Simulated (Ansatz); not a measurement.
AlBN₂ (model structure, started from the BeSiN2 type, I-42d, No. 122, 8 atoms in the cell) was calculated with PBE (Ansatz, a quantum-chemistry and plane-wave program, PAW).

Input file:

Ansatz 0.2 input:
```yaml
crystal:
  lattice:
    - [-2.0524775251, 2.0524775251, 3.842794624]
    - [2.0524775251, -2.0524775251, 3.842794624]
    - [2.0524775251, 2.0524775251, -3.842794624]
  atoms:
    - { symbol: Al, position: [0.0, 0.0, 0.0] }
    - { symbol: Al, position: [0.75, 0.25, 0.5] }
    - { symbol: B, position: [0.5, 0.5, 0.0] }
    - { symbol: B, position: [0.25, 0.75, 0.5] }
    - { symbol: N, position: [0.375, 0.4310297833, 0.5560297833] }
    - { symbol: N, position: [0.5689702167, 0.125, 0.9439702167] }
    - { symbol: N, position: [0.875, 0.8189702167, 0.4439702167] }
    - { symbol: N, position: [0.1810297833, 0.625, 0.0560297833] }
basis:
  ecutwfc: 520
  ecutrho_ratio: 4
  xc_grid: 2
kpoints:
  mp_grid: { grid: [12, 12, 12] }
  band_path:
    path:
      - [0.0, 0.0, 0.0]
      - [0.0, 0.0, 0.045455]
      - [0.0, 0.0, 0.090909]
      - [0.0, 0.0, 0.136364]
      - [0.0, 0.0, 0.181818]
      - [0.0, 0.0, 0.227273]
      - [0.0, 0.0, 0.272727]
      - [0.0, 0.0, 0.318182]
      - [0.0, 0.0, 0.363636]
      - [0.0, 0.0, 0.409091]
      - [0.0, 0.0, 0.454545]
      - [0.0, 0.0, 0.5]
      - [0.083333, 0.083333, 0.416667]
      - [0.166667, 0.166667, 0.333333]
      - [0.25, 0.25, 0.25]
      - [0.214286, 0.285714, 0.214286]
      - [0.178571, 0.321429, 0.178571]
      - [0.142857, 0.357143, 0.142857]
      - [0.107143, 0.392857, 0.107143]
      - [0.071429, 0.428571, 0.071429]
      - [0.035714, 0.464286, 0.035714]
      - [0.0, 0.5, 0.0]
      - [0.0, 0.4375, 0.0]
      - [0.0, 0.375, 0.0]
      - [0.0, 0.3125, 0.0]
      - [0.0, 0.25, 0.0]
      - [0.0, 0.1875, 0.0]
      - [0.0, 0.125, 0.0]
      - [0.0, 0.0625, 0.0]
      - [0.0625, 0.0625, -0.0625]
      - [0.125, 0.125, -0.125]
      - [0.1875, 0.1875, -0.1875]
      - [0.25, 0.25, -0.25]
      - [0.3125, 0.3125, -0.3125]
      - [0.375, 0.375, -0.375]
      - [0.4375, 0.4375, -0.4375]
      - [0.5, 0.5, -0.5]
      - [0.464264, 0.535736, -0.464264]
      - [0.428527, 0.571473, -0.428527]
      - [0.392791, 0.607209, -0.392791]
      - [0.357055, 0.642945, -0.357055]
      - [0.321319, 0.678681, -0.321319]
      - [-0.321319, 0.321319, 0.321319]
      - [-0.285616, 0.285616, 0.285616]
      - [-0.249914, 0.249914, 0.249914]
      - [-0.214212, 0.214212, 0.214212]
      - [-0.17851, 0.17851, 0.17851]
      - [-0.142808, 0.142808, 0.142808]
      - [-0.107106, 0.107106, 0.107106]
      - [-0.071404, 0.071404, 0.071404]
      - [-0.035702, 0.035702, 0.035702]
      - [-0.071319, 0.071319, 0.5]
      - [-0.142637, 0.142637, 0.5]
      - [0.5, 0.5, -0.142637]
      - [0.5, 0.5, -0.193689]
      - [0.5, 0.5, -0.244741]
      - [0.5, 0.5, -0.295793]
      - [0.5, 0.5, -0.346844]
      - [0.5, 0.5, -0.397896]
      - [0.5, 0.5, -0.448948]
    npoints: 1
hamiltonian:
  xc: pbe
  dispersion: none
  pseudopotentials: { kind: paw }
scf:
  occupations: { method: fermi_dirac, width: 0.01 }
  convergence: { dr2_threshold: 0.0000000008 }
output:
  forces: true
  stress: true
  eigenvalues: true
  write_bands: true
```

From the output:

```
Crystal: 8 atoms, lattice volume = 64.754 Å³
Basis set: ecut = 520 eV, 1711 PW (Γ), exchange–correlation on 72×72×72 points (8 copies of the dense FFT grid, shifted against one another)
Bands: 24, of which v1, the nominal top of the filled ones, is band 16 counted from 1 (15 counted from 0)
Symmetry: 8 space group operations
Space group: I-42d (ITA 122), of the structure as read, at distance tolerance 4.0e-5 Å
k-points: 163 of 1728 (time reversal used)
Functional: x = pbe(κ = 0.804, μ = 0.2195149727645171), c = pbe(β = 0.06672455060314922)
SCF iter   1: F=—  HF=-2931.236001 eV  |F-HF|=—  |Δ(HF+E_count)|=         —  Δρ=3.71e-3  dr2=9.92e-3
SCF iter   2: F=—  HF=-2931.234307 eV  |F-HF|=—  |Δ(HF+E_count)|=   1.69e-3  Δρ=1.60e-3  dr2=7.06e-4
  ...
SCF iter   6: F=—  HF=-2931.234536 eV  |F-HF|=—  |Δ(HF+E_count)|=   3.16e-7  Δρ=9.44e-6  dr2=2.90e-8
SCF iter   7: F=-2931.234536 eV  HF=-2931.234536 eV  |F-HF|=1.59e-10  |Δ(HF+E_count)|=   3.92e-8  Δρ=8.94e-7  dr2=2.29e-10
SCF 1 converged in 7 iterations: F = -2931.234536 eV  dr2 = 2.29e-10
SCF converged after 7 iterations
Free energy (F): -2931.234536 eV
Internal energy: -2931.234536 eV  (E = F + TS)
E sigma→0 (E₀):  -2931.234536 eV
Fermi energy:    10.323989 eV
--- Stress (GPa, compression-positive) ---
        0.000161       0.000000       0.000000
        0.000000       0.000161      -0.000000
        0.000000      -0.000000      -0.000265
  P = ⅓ Tr σ = 0.0000 GPa (0.000 kbar)
```

Note: the relaxation could raise the start's symmetry but not lower it, so the cell can be a saddle point.

Computing time: around 50 core-seconds (rough).

A model structure was made by putting elements into a prototype or built by hand; it is no filed structure, need not be a known phase, and can be a saddle point held by its symmetry.
